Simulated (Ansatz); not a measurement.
Input and closing output of a thermal-conductivity run in Ansatz (LDA).

Ansatz 0.2 input:
```yaml
crystal:
  lattice:
    - [0.0, 3.1904807808, 3.1904807808]
    - [3.1904807808, 0.0, 3.1904807808]
    - [3.1904807808, 3.1904807808, 0.0]
  atoms:
    - { symbol: Te, position: [0.0, 0.0, 0.0] }
    - { symbol: Pb, position: [0.5, 0.5, 0.5] }
kpoints:
  mp_grid: { grid: [6, 6, 6] }
hamiltonian:
  xc: lda
  pseudopotentials: { kind: paw }
scf:
  occupations: { method: fixed }
phonons:
  qmesh: [6, 6, 6]
  third_order: { supercell: [3, 3, 3], pair_cutoff: 6.748 }
  lattice_thermal_conductivity:
    qmesh: [13, 13, 13]
    temperatures: [50, 100, 150, 200, 250, 300, 400, 500, 600, 800, 1000]
    isotope_mass_variance:
      - { species: Te, variance: 0.0002839335 }
      - { species: Pb, variance: 0.0000194378 }
```

```
--- Third-order force constants: 90 member SCFs in a 3×3×3 supercell (pair cutoff 6.748 Å, amplitude 0.03 Å, SCF threshold 1.00e-9 eV, Σ member SCF iterations 804) ---
  symmetry images taken by strict's conditions (phonons.symmetry_images: auto; settled by symmetry forbidding on every site the force that would be read, whatever the pseudopotentials)
  1046 force-constant blocks with the first atom in the home cell, fitted with 116 parameters over 22 symmetry orbits; 324 atom triplets left out: in this supercell the nearest copies of their three atoms do not form a …
  sum-rule residual: 2.570e-1 → 2.005e-15 eV/Å³; symmetrization residual: 4.312e-3 eV/Å³; largest sum-rule correction relative to its orbit: 1.778e-1, on the orbit of the block of home site 0 with site 1 of cell (-2, 0, …
--- Lattice thermal conductivity: 13×13×13 mesh (84 irreducible points), tetrahedron method ---
  three-phonon and isotope scattering only; four-phonon, boundary and, in a metal, phonon-electron scattering are left out
  each conductivity is what the modes' populations carry and what the coherences between them add
  conductivity (a third of the tensor's trace), W/(m K), in the relaxation-time approximation and from the full solution:
       T (K)   relaxation time   full solution  iterations             ending  least Ritz value
       50.00           18.5263         21.8634           8          converged          5.913e-1
      100.00            8.9989         10.8808           8          converged          5.722e-1
      150.00            6.0303          7.3454           8          converged          5.648e-1
      200.00            4.5529          5.5628           8          converged          5.610e-1
      250.00            3.6671          4.4866           8          converged          5.586e-1
      300.00            3.0772          3.7665           8          converged          5.570e-1
      400.00            2.3414          2.8644           8          converged          5.550e-1
      500.00            1.9016          2.3228           8          converged          5.538e-1
      600.00            1.6096          1.9622           8          converged          5.530e-1
      800.00            1.2464          1.5124           8          converged          5.520e-1
     1000.00            1.0296          1.2431           8          converged          5.514e-1
```

Cost: around 9 core-hours (rough).

Spin-orbit coupling is not included.

The crystal is held in this phase at every temperature of the table. The rows at 50, 1000 K are not to be relied on: poorly sampled, not converged, or near or above melting.

Ansatz is a first-principles code.
